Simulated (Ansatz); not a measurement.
```xyz
2
Lattice="3.2070 0.0000 0.0000 0.0000 3.2070 0.0000 1.6035 -1.6035 2.2230" Properties=species:S:1:pos:R:3 pbc="T T T"
Hf     0.0000     0.0000     0.0000
N      1.6035     1.6035     0.0000
```

No spin polarisation.

Computed with LDA (Ansatz, a program for electronic structure), scalar-relativistic without spin-orbit coupling. Settings: 22×22×22 k-points, 0.1 eV Fermi–Dirac smearing.

### Question
Estimate the mean in-plane stress (compression positive).

### Answer
-10.2 GPa.

### Question
What is the computed space group?

### Answer
I4/mmm (No. 139).

The cells carry an imposed strain or load. No phonon test of stability was made. All final runs are without spin polarisation. The cell was made from HfN in the rock salt structure (space group Fm-3m, No. 225) by this change: biaxial strain +1.50 %, plane normal [001], relaxed out of plane.
